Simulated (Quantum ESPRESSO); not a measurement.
Input and output of a self-consistent single point for SrSi (Cmcm, 4 atoms in the cell) (Quantum ESPRESSO).

Method of the run: PBEsol, GBRV 1.5 ultrasoft (PBESOL) pseudopotentials (plane waves; Quantum ESPRESSO).

```yaml
crystal:
  lattice:
    - [2.41500, 5.66500, 0.00000]
    - [-2.41500, 5.66500, 0.00000]
    - [0.00000, 0.00000, 4.04000]
  atoms:
    - { symbol: Sr, position: [0.36000, 0.36000, 0.75000] }
    - { symbol: Sr, position: [0.64000, 0.64000, 0.25000] }
    - { symbol: Si, position: [0.06600, 0.06600, 0.75000] }
    - { symbol: Si, position: [0.93400, 0.93400, 0.25000] }
```

Reference input (self-consistent single point, DFT, PBEsol, plane waves, GBRV 1.5 ultrasoft (PBESOL) pseudopotentials): ecutwfc = 40 Ry; ecutrho = 200 Ry; occupations = smearing; smearing = mp; degauss = 0.0073499 Ry; potentials = {Sr: sr_pbesol_v1.uspp.F.UPF, Si: si_pbesol_v1.uspp.F.UPF}; K_POINTS = automatic 6 6 7 0 0 0; conv_thr = 1e-08 Ry; mixing_beta = 0.7. This run's input differs from it in these lines:

```diff
@@ -22,3 +22,3 @@
 &ELECTRONS
-    conv_thr = 1e-8,
+    conv_thr = 7.3e-04,
     mixing_beta = 0.7,
```

Output, abridged:

```
     Self-consistent Calculation

     iteration #  1     ecut=    40.00 Ry     beta= 0.70

     Threshold (ethr) on eigenvalues was too large:
     Diagonalizing with lowered threshold

     negative rho (up, down):  1.260E-01 0.000E+00

     total energy              =    -159.27711023 Ry
     estimated scf accuracy    <       0.26731945 Ry

     iteration #  2     ecut=    40.00 Ry     beta= 0.70

     negative rho (up, down):  1.276E-01 0.000E+00

     total energy              =    -159.32672396 Ry
     estimated scf accuracy    <       0.29518977 Ry

     iteration #  3     ecut=    40.00 Ry     beta= 0.70

     negative rho (up, down):  1.286E-01 0.000E+00

     total energy              =    -159.38653150 Ry
     estimated scf accuracy    <       0.00565787 Ry

     iteration #  4     ecut=    40.00 Ry     beta= 0.70

     negative rho (up, down):  1.289E-01 0.000E+00

     total energy              =    -159.38839544 Ry
     estimated scf accuracy    <       0.00103081 Ry

     iteration #  5     ecut=    40.00 Ry     beta= 0.70

     negative rho (up, down):  1.289E-01 0.000E+00
     End of self-consistent calculation

     the Fermi energy is     7.7493 ev

!    total energy              =    -159.38849694 Ry
     estimated scf accuracy    <       0.00004424 Ry
     smearing contrib. (-TS)   =       0.00009461 Ry
     internal energy E=F+TS    =    -159.38859155 Ry

     convergence has been achieved in   5 iterations

     negative rho (up, down):  1.289E-01 0.000E+00

     Forces acting on atoms (cartesian axes, Ry/au):

     atom    1 type  1   force =     0.00000000    0.00558718   -0.00000000
     atom    2 type  1   force =     0.00000000   -0.00558718    0.00000000
     atom    3 type  2   force =    -0.00000000   -0.01219258    0.00000000
     atom    4 type  2   force =    -0.00000000    0.01219258    0.00000000

     Total force =     0.018967     Total SCF correction =     0.011525
   [... lines left out ...]

     negative rho (up, down):  1.289E-01 0.000E+00
          total   stress  (Ry/bohr**3)                   (kbar)     P=      -16.54
  -0.00012336   0.00000000   0.00000000          -18.15        0.00        0.00
   0.00000000  -0.00011165   0.00000000            0.00      -16.42        0.00
   0.00000000   0.00000000  -0.00010233            0.00        0.00      -15.05

   JOB DONE.
```

The run converged in 5 iterations. Against the reference run the free energy hardly moves (within 1 meV/atom), the pressure moves little (-1.70 to -1.65 GPa) and the largest force goes from 0.303 to 0.313 eV/Å. The full log also holds: “SCF correction compared to forces is large: reduce conv_thr to get better values”.

The starting cell comes from a database of published, mostly measured structures (it also holds non-ambient and calculated ones), without a prior relaxation at this level.

Cost on one core of a shared machine: roughly 50 s.
